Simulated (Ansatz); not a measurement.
A calculation on V2O5 (C2/c, No. 15, 14 atoms in the cell; start mp-542844) returned equilibrium volume per atom 10.12 Å³/atom, formation enthalpy -2.293 eV/atom.

Task: Which level of theory produced these numbers?
A. PBEsol (Ansatz, a quantum-chemistry and plane-wave program)
B. r²SCAN+rVV10 (Ansatz)
C. r²SCAN (Ansatz)
D. r²SCAN-D4 (Ansatz)

Result: A, PBEsol (Ansatz)

The others give: r²SCAN 10.20 Å³/atom, -2.428 eV/atom; r²SCAN+rVV10 10.06 Å³/atom, -2.482 eV/atom; r²SCAN-D4 10.10 Å³/atom, -2.476 eV/atom.

Unless a cell is named, each level is at its own relaxed cell (PBEsol 10.12, r²SCAN 10.20, r²SCAN-D4 10.10, r²SCAN+rVV10 10.06 Å³/atom).

Caveats: the relaxation could not lower the start's symmetry, so the cell can be a saddle point above a distorted one (r²SCAN, r²SCAN+rVV10, r²SCAN-D4, PBEsol). Ansatz's density-functional and Hartree–Fock values are scalar-relativistic unless marked +SOC, with PAW data made under PBE.

A start named mp-… is a Materials Project structure, which need not be a measured phase.
